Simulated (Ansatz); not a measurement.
**Fe: x(Ru) = 0.25, 4 atoms, Cmmm**

Take Fe in the bcc (W type) structure (space group Im-3m, No. 229; a = 2.8645 Å; ferromagnetic) as the base.

The other end (x = 1) is Ru in the bcc (W type) structure (space group Im-3m, No. 229; a hypothetical phase, not in the database extracts checked): 13.93 Å³/atom, gap zero; this end may not be an ambient phase.

One thing is altered: a fraction x = 0.25 of the Fe sites is given to Ru, ordered in a cell of 4 atoms (starting symmetry Cmmm) and fully relaxed.

Method: r2SCAN (Ansatz, an electronic-structure program; PAW; 500 eV plane waves; no spin-orbit coupling). k-mesh 19×19×6 (Γ-centred); smearing 0.05 eV (Fermi–Dirac), for the changed cell.

The shortest interatomic distance shrinks by 0.023 Å to 2.458 Å and the band gap remains zero. The magnetic state remains ferromagnetic and the largest site moment rises by 0.14 μB (2.79 μB → 2.93 μB). The mixing energy amounts to -0.08 eV/atom (to 0.01 eV only: unlike meshes or grids) (against an end that may be hypothetical) and the deviation of the volume from the linear (Vegard-type) interpolation is +2.1 %.

The magnetic state is the one reached from the starting moments; the real material's order can differ, and small cells can't hold many antiferromagnetic ones. These are small ordered cells, not random alloys; other orderings at the same x differ. Stability against distortions was not tested. Spin-polarised in the final run: Fe3Ru and base; the other runs are not. Ru has a high density of states at the Fermi level and may be magnetic at this level.
